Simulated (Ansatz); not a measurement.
Ansatz (a quantum-chemistry and plane-wave program) run on a (101) slab of TiAl (cut from a parent of space group no. 221; 10 atoms in the cell): self-consistent single point.

Method of the run: PBEsol, default PAW files made with PBE (plane waves; Ansatz).

```
CELL_PARAMETERS angstrom
      3.10435     0.00000     0.00000
      0.00000     4.39022     0.00000
      0.00000     0.00000    24.99180
ATOMIC_POSITIONS crystal
  Ti 0.00000 0.75000 0.32010
  Ti 0.00000 0.25000 0.41005
  Ti 0.00000 0.75000 0.50000
  Ti 0.00000 0.25000 0.58995
  Ti 0.00000 0.75000 0.67990
  Al 0.50000 0.25000 0.32010
  Al 0.50000 0.75000 0.41005
  Al 0.50000 0.25000 0.50000
  Al 0.50000 0.75000 0.58995
  Al 0.50000 0.25000 0.67990
```

Reference input (self-consistent single point, DFT, PBEsol, plane waves, default PAW files made with PBE): basis.ecutwfc = 420 eV; kpoints.mp_grid.grid = 10 7 1; hamiltonian.xc = pbesol; hamiltonian.pseudopotentials = {kind: paw} (the program's default PAW files); scf.occupations.method = fermi_dirac; scf.occupations.width = 0.1 eV. This run's input differs from it in these lines:

Ansatz 0.2 input:
```diff
@@ -24,3 +24,3 @@
 scf:
-  occupations: { method: fermi_dirac, width: 0.1 eV }
+  occupations: { method: fermi_dirac, width: 0.05 eV }
 output:
```

Output, abridged:

```
SCF iter   1: F=—  HF=-14991.909777 eV  |F-HF|=—  |Δ(HF+E_count)|=         —  Δρ=6.03e-3  dr2=4.81e-1  ethr=1.77e-3  ⟨swp⟩=8.0  Hψ=5224  notcnv=0
all-band conjugate gradients solve this SCF's bands
preconditioner: auto → LDOS
SCF iter   2: F=—  HF=-14991.879892 eV  |F-HF|=—  |Δ(HF+E_count)|=   2.99e-2  Δρ=2.12e-3  dr2=1.14e-2  ethr=6.41e-4  ⟨swp⟩=2.4  Hψ=1599  notcnv=0
   [... lines left out ...]
SCF iter   5: F=—  HF=-14991.881560 eV  |F-HF|=—  |Δ(HF+E_count)|=   5.08e-5  Δρ=6.28e-5  dr2=3.15e-5  ethr=1.49e-7  ⟨swp⟩=3.0  Hψ=2395  notcnv=0
SCF iter   6: F=—  HF=-14991.881698 eV  |F-HF|=—  |Δ(HF+E_count)|=   1.38e-4  Δρ=1.81e-5  dr2=2.06e-6  ethr=4.20e-8  ⟨swp⟩=2.8  Hψ=1763  notcnv=0
SCF iter   7: F=—  HF=-14991.881698 eV  |F-HF|=—  |Δ(HF+E_count)|=   4.65e-7  Δρ=4.99e-6  dr2=2.61e-7  ethr=2.74e-9  ⟨swp⟩=2.1  Hψ=1786  notcnv=0
SCF iter   8: F=-14991.881698 eV  HF=-14991.881698 eV  |F-HF|=9.18e-9  |Δ(HF+E_count)|=   2.96e-8  Δρ=1.40e-6  dr2=1.07e-8  ethr=1.33e-10  ⟨swp⟩=7.8  Hψ=4750  notcnv=0
SCF 1 converged in 8 iterations: F = -14991.881698 eV  dr2 = 1.07e-8
Free energy (F): -14991.881698 eV
Internal energy: -14991.792186 eV  (E = F + TS)
E sigma→0 (E₀):  -14991.836942 eV
Entropy (-TS):   -0.089512 eV (-8.951 meV/atom)
Fermi energy:    3.009758 eV
--- Forces (eV/Å), atoms counted from 1 ---
  atom   1  Ti    -0.00000000    -0.00000000     0.09655562
  atom   2  Ti    -0.00000000    -0.00000000     0.24920786
  atom   3  Ti     0.00000000    -0.00000000     0.00000000
  atom   4  Ti     0.00000000     0.00000000    -0.24920786
  atom   5  Ti     0.00000000     0.00000000    -0.09655562
  atom   6  Al     0.00000000    -0.00000000    -0.47478753
  atom   7  Al     0.00000000    -0.00000000    -0.09576073
  atom   8  Al    -0.00000000    -0.00000000     0.00000000
  atom   9  Al    -0.00000000     0.00000000     0.09576073
  atom  10  Al    -0.00000000     0.00000000     0.47478753
--- Stress (GPa, compression-positive) ---
        0.302905      -0.000000      -0.000000
       -0.000000       0.558089      -0.000000
       -0.000000      -0.000000       1.275443
  P = ⅓ Tr σ = 0.7121 GPa (7.121 kbar)
  The stress holds the Pulay correction. Without it, at fixed plane waves, as pw.x and ABINIT print it: P = 0.6976 GPa
```

The run converged in 8 iterations. Against the reference run the free energy goes up by 13.5 meV/atom and the largest force goes from 0.455 to 0.475 eV/Å.

The starting cell comes from a database of computed structures (which also holds hypothetical and non-ambient phases and stackings), without a prior relaxation at this level. The slab is cut from that crystal, and its faces are unrelaxed. Its lattice was rescaled in the plane by a random factor within 2.5 % of one. Spin polarisation is off.
